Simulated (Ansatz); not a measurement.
Response to strain in Mo

The reference is Mo in the bcc (W type) structure (space group Im-3m, No. 229; a = 3.151 Å; relaxed with 0.1 eV smearing). Axes: x, y, z lie along the cube axes.

Strains are applied to the cell and any free atomic positions relax; under biaxial strain the out-of-plane vector relaxes too.

Method: Ansatz (a program for electronic structure) r2SCAN, spin-orbit coupling left out, earlier PAW set.

Candidates:
(a) isotropic strain +0.18 %
(b) biaxial strain −3.71 %, plane normal [001], relaxed out of plane
(c) isotropic strain −5.29 %
(d) tensor shear ε_yz = −3.10 %
(e) biaxial strain −1.76 %, plane normal [111], relaxed out of plane

Notes on the quantities. energy relative to the base: free energy F.

### Question
Order them by energy relative to the base, highest first.

### Answer
(c) isotropic strain −5.29 % (+0.396 eV/atom), (b) biaxial strain −3.71 %, plane normal [001], relaxed out of plane (+78 meV/atom), (d) tensor shear ε_yz = −3.10 % (+20 meV/atom), (e) biaxial strain −1.76 %, plane normal [111], relaxed out of plane (+13 meV/atom), (a) isotropic strain +0.18 % (+0.4 meV/atom)

Whether these cells are dynamically stable was not tested. The final runs are not spin-polarised.
